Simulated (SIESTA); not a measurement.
Band structure of SnO2 (R-3m, 3 atoms in the cell).

```
CELL_PARAMETERS angstrom
      1.61709     0.93363     4.80059
     -1.61709     0.93363     4.80059
      0.00000    -1.86726     4.80059
ATOMIC_POSITIONS crystal
  Sn 0.50000 0.50000 0.50000
  O  0.23717 0.23717 0.23717
  O  0.76283 0.76283 0.76283
```

Method of the run: LDA PW92, numerical atomic orbitals DZP, PseudoDojo LDA standard norm-conserving potentials (rewritten from UPF to PSML) run with SIESTA.

Settings: XC.functional = LDA; XC.authors = PW92; potentials = PseudoDojo LDA standard; PAO.BasisSize = DZP; PAO.EnergyShift = 0.01 Ry; MeshCutoff = 300 Ry; kgrid.MonkhorstPack = 12 12 12; OccupationFunction = FD; ElectronicTemperature = 10 meV; MaxSCFIterations = 150; SCF.Mixer.Method = Pulay; SCF.Mixer.Weight = 0.2; SCF.Mixer.History = 8; SCF.DM.Tolerance = 1.0E-04.

The starting cell comes from a database of computed structures (which also holds hypothetical and non-ambient phases and stackings), without a prior relaxation at this level. Values carry the incompleteness of an atom-centred basis.

**Question.** Predict the gap along the standard path and the places of the band edges.

**Answer.** The gap along the path is 1.74 eV, from a point between Γ and X to Γ; the smallest direct gap on it is 1.79 eV.

Levels in eV from the top of the valence band on the path, bands 10 to 14:
```tsv
point	10	11	12	13	14
Γ	-1.36	-0.99	-0.99	-0.05	1.74
L	-3.13	-1.51	-0.70	-0.63	5.03
B1	-3.67	-2.71	-0.31	-0.31	5.67
B	-3.67	-2.71	-0.31	-0.31	5.67
Z	-1.43	-1.30	-0.96	-0.96	3.01
X	-3.82	-2.78	-0.32	-0.32	5.69
Q	-3.82	-2.78	-0.32	-0.32	5.69
F	-3.21	-1.16	-0.56	-0.06	4.69
P1	-3.18	-1.20	-0.59	-0.25	4.78
P	-3.18	-1.20	-0.59	-0.25	4.78
```

Higher empty bands are left out: an atom-centred basis made for the valence describes them poorly.
